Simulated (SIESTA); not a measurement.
A self-consistent single point of Y₂Pb₂O₇ (Fd-3m, 22 atoms in the cell) with SIESTA.

Method of the run: GGA PBEsol, numerical atomic orbitals DZP, PseudoDojo PBEsol standard norm-conserving potentials (rewritten from UPF to PSML) in SIESTA.

```
Y2Pb2O7
1.0
    0.00000     5.33608     5.33608
    5.33608     0.00000     5.33608
    5.33608     5.33608     0.00000
Y Pb O
4 4 14
Direct
  0.12500   0.62500   0.12500
  0.12500   0.12500   0.12500
  0.62500   0.12500   0.12500
  0.12500   0.12500   0.62500
  0.62500   0.62500   0.62500
  0.12500   0.62500   0.62500
  0.62500   0.62500   0.12500
  0.62500   0.12500   0.62500
  0.27697   0.72303   0.72303
  0.97303   0.52697   0.97303
  0.72303   0.27697   0.27697
  0.52697   0.97303   0.52697
  0.72303   0.27697   0.72303
  0.97303   0.97303   0.52697
  0.27697   0.72303   0.27697
  0.52697   0.52697   0.97303
  0.72303   0.72303   0.27697
  0.52697   0.97303   0.97303
  0.27697   0.27697   0.72303
  0.97303   0.52697   0.52697
  0.00000   0.00000   0.00000
  0.25000   0.25000   0.25000
```

Reference input (self-consistent single point, DFT, GGA PBEsol, numerical atomic orbitals DZP, PseudoDojo PBEsol standard norm-conserving potentials (rewritten from UPF to PSML)): XC.functional = GGA; XC.authors = PBEsol; potentials = PseudoDojo PBEsol standard; PAO.BasisSize = DZP; PAO.EnergyShift = 0.01 Ry; MeshCutoff = 350 Ry; kgrid.MonkhorstPack = 3 3 3; OccupationFunction = FD; ElectronicTemperature = 10 K; MaxSCFIterations = 150; SCF.Mixer.Method = Pulay; SCF.Mixer.Weight = 0.25. This run's input differs from it in these lines:

```diff
@@ -47,2 +47,3 @@
 PAO.EnergyShift              0.01 Ry
+PAO.SplitNorm                0.3
 MeshCutoff                   350 Ry
```

Log, with long lists cut:

```
        iscf     Eharris(eV)        E_KS(eV)     FreeEng(eV)     dDmax    Ef(eV) dHmax(eV)
   scf:    1   -18249.281653   -18294.746775   -18294.746775  1.707156 -6.003043 12.413762
   scf:    2   -18331.075587   -18317.521314   -18317.521314  0.267774 -5.707354  3.081254
   scf:    3   -18320.139319   -18319.357248   -18319.357248  0.124366 -6.177388  0.946032
   scf:    4   -18319.631998   -18319.521738   -18319.521738  0.038029 -5.661992  0.445112
   scf:    5   -18319.525009   -18319.535442   -18319.535442  0.014295 -5.782509  0.398851
   scf:    6   -18319.546092   -18319.541464   -18319.541464  0.003360 -5.826115  0.198325
   scf:    7   -18319.539248   -18319.542217   -18319.542217  0.004084 -5.812567  0.160690
   scf:    8   -18319.543525   -18319.543217   -18319.543217  0.002166 -5.811200  0.002992
   scf:    9   -18319.543218   -18319.543218   -18319.543218  0.000044 -5.811278  0.000312
SCF Convergence by DM+H criterion
max |DM_out - DM_in|         :     0.0000438162
max |H_out - H_in|      (eV) :     0.0003119156
SCF cycle converged after 9 iterations

Using DM_out to compute the final energy and forces

siesta: E_KS(eV) =           -18319.5432

siesta: E_KS - E_eggbox =    -18319.5432

siesta: Atomic forces (eV/Ang):
     1   -0.000000    0.000000   -0.000000
     2   -0.000000   -0.000000   -0.000000
     3    0.000000   -0.000000   -0.000000
   [... 19 lines left out ...]
   Tot   -0.000000    0.000000   -0.000000
   Max    0.522907
   Res    0.222815    sqrt( Sum f_i^2 / 3N )
   Max    0.522907    constrained

Stress tensor Voigt[x,y,z,yz,xz,xy] (kbar):        0.15        0.15        0.15       -0.07       -0.07       -0.07
(Free)E + p*V (eV/cell)   -18319.5724
Target enthalpy (eV/cell)   -18319.5432

   [... lines left out ...]
siesta: FreeEng =    -18319.543218
siesta: Cell volume =        303.877268 Ang**3
siesta:          -0.15409508        -26.41165124  kBar
   [... lines left out ...]
    11    -0.566281    6.566281  O
    12    -0.566256    6.566256  O
    13    -0.566256    6.566256  O
    14    -0.566281    6.566281  O
    15    -0.566281    6.566281  O
    16    -0.566256    6.566256  O
    17    -0.566256    6.566256  O
    18    -0.566281    6.566281  O
    19    -0.566281    6.566281  O
    20    -0.566256    6.566256  O
    21    -0.651180    6.651180  O
    22    -0.651180    6.651180  O
 Total    -0.000000
```

The run converged in 9 iterations. Against the reference run the free energy rises by 9.8 meV/atom, the pressure goes from 0.37 to -0.02 GPa, the largest force goes from 0.559 to 0.523 eV/Å and the gap on the mesh stays at 1.068 eV.

The starting cell comes from a database of computed structures (which also holds hypothetical and non-ambient phases and stackings), without a prior relaxation at this level. Spin-orbit coupling is off. Values carry the incompleteness of an atom-centred basis.

Cost on one core of a shared machine: roughly 2 min.
